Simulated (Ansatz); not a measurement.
LuBeNO (model structure, started from the LaZnOP type, P4/nmm, No. 129, 8 atoms in the cell), treated with LDA (Ansatz, a program for electronic structure, PAW).

Numerical settings: plane-wave cutoff 520 eV, 10×10×4 k mesh (along the axes of the cell as run), Fermi–Dirac smearing 0.01 eV, scalar-relativistic PAW data made under PBE.

Cell (relaxed at this level):

```xyz
8
Lattice="3.3979 0.0000 0.0000 0.0000 3.3979 0.0000 0.0000 0.0000 6.9266" Properties=species:S:1:pos:R:3 pbc="T T T"
Lu     0.0000     1.6989     5.7238
Lu     1.6989     0.0000     1.2027
Be     0.0000     0.0000     3.4633
Be     1.6989     1.6989     3.4633
N      1.6989     0.0000     4.1414
N      0.0000     1.6989     2.7852
O      1.6989     1.6989     0.0000
O      0.0000     0.0000     0.0000
```

Q: What does this level give for the band gap, direct gap at Γ and bulk modulus B0?

A: 
- band gap = 3.69 eV (on the SCF k mesh)
- direct gap at Γ = 4.13 eV
- bulk modulus B0 = 146 GPa

Note: the bulk modulus is −V dP/dV from two relaxed cells at ±2 % in volume; the relaxation could raise the start's symmetry but not lower it, so the cell can be a saddle point.

Spin–orbit coupling is not included.

Static lattice: no zero-point or thermal effects.

The result took roughly 8 core-minutes.

A model structure was made by putting elements into a prototype or built by hand; it is no filed structure, need not be a known phase, and can be a saddle point held by its symmetry.
